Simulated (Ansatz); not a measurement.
System: TiAl3 (I4/mmm, No. 139). Method: PBEsol in Ansatz (PAW).

Settings: plane-wave cutoff 520 eV, 20×20×20 k mesh, Fermi–Dirac smearing 0.05 eV, no spin polarisation, scalar-relativistic PAW data made under PBE.

Results at a series of volumes:

```json
[
 {"V (Å³/atom)": "14.944", "E − E_lowest (meV/atom)": "9.27"},
 {"V (Å³/atom)": "15.256", "E − E_lowest (meV/atom)": "2.24"},
 {"V (Å³/atom)": "15.567", "E − E_lowest (meV/atom)": "0.00"},
 {"V (Å³/atom)": "15.878", "E − E_lowest (meV/atom)": "2.10"},
 {"V (Å³/atom)": "16.190", "E − E_lowest (meV/atom)": "8.12"}
]
```

Q: What bulk modulus B0 and pressure derivative B′ does a third-order Birch–Murnaghan fit give?

A: V0 = 15.567 Å³/atom, B0 = 111 GPa, B′ = 4.1 (fit to the energies at full precision).

Shape and atoms are relaxed at each volume.

Measured, for comparison: equilibrium volume per atom 15.93 Å³/atom (temperature not stated, not corrected to a static lattice; as tabulated in P. Norby and A. Norlund Christensen, Acta Chemica Scandinavica A40, 157 (1986)). Computed (rounded) less measured: equilibrium volume per atom -2.3 %.

Note: the bulk modulus comes from volumes at which shape and atoms were relaxed.

The computed numbers hold no vibrational or temperature effects.

Ansatz is a first-principles code.
